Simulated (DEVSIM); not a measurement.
## Si n-i-p diode

Device: Si n-i-p diode, at 350 K.

| layer (left to right) | material | thickness (μm) | Nd (cm⁻³) | Na (cm⁻³) | τn (s) | τp (s) |
|---|---|---|---|---|---|---|
| 1 | Si | 0.860 | 1.3e19 | - | 0.00048 | 0.00048 |
| 2 | Si | 0.620 | - | 4.7e12 | 0.0014 | 0.00048 |
| 3 | Si | 0.550 | - | 4.7e18 | 0.00048 | 0.00048 |

Left contact: ohmic. Right contact: ohmic. Voltage is applied to the left contact. Recombination: SRH at mid-gap, radiative. Mobility is constant in doping.

The device is made up for the run: typed textbook-type constants, with dimensions and the other settings drawn at random. Values at 300 K; Nc and Nv go as T^1.5, mobilities as T to minus their exponent, the gap by Varshni's rule with the affinity fixed.

| parameter | Si |
|---|---|
| gap (eV) | 1.124 |
| affinity (eV) | 4.05 |
| permittivity | 11.7 |
| Nc (cm⁻³) | 2.86e19 |
| Nv (cm⁻³) | 3.1e19 |
| μn (cm²/Vs) | 1417 |
| μp (cm²/Vs) | 470 |
| T exponent of μn | 2.3 |
| T exponent of μp | 2.2 |
| B (cm³/s) | 4.7e-15 |
| Varshni α (eV/K) | 0.000473 |
| Varshni β (K) | 636 |

DEVSIM, 1D drift-diffusion, Boltzmann statistics, complete ionisation; no tunnelling, impact ionisation, image-force lowering or self-heating.

| Item | Result |
|---|---|
| Potential step across the device at zero bias | 1.016 V |
| Dark forward voltage at 1 A/cm² | 0.593 V |
| Dark forward voltage at 100 A/cm² | 0.733 V |

Dark reverse current:

```tsv
V (V)	J (A/cm²)
0.04	2.3e-9
0.10	3.1e-9
0.20	3.4e-9
0.30	3.5e-9
0.40	3.6e-9
0.60	3.8e-9
0.80	3.9e-9
1.00	4.0e-9
1.30	4.1e-9
1.60	4.2e-9
2.00	4.3e-9
```

Small-signal capacitance in reverse bias (quasi-static):

```json
[
 {"V (V)": "0.04", "C (nF/cm²)": "19.6"},
 {"V (V)": "0.1", "C (nF/cm²)": "19.3"},
 {"V (V)": "0.2", "C (nF/cm²)": "18.9"},
 {"V (V)": "0.3", "C (nF/cm²)": "18.6"},
 {"V (V)": "0.4", "C (nF/cm²)": "18.4"},
 {"V (V)": "0.6", "C (nF/cm²)": "18.1"},
 {"V (V)": "0.8", "C (nF/cm²)": "17.8"},
 {"V (V)": "1", "C (nF/cm²)": "17.7"},
 {"V (V)": "1.3", "C (nF/cm²)": "17.5"},
 {"V (V)": "1.6", "C (nF/cm²)": "17.4"},
 {"V (V)": "2", "C (nF/cm²)": "17.2"}
]
```
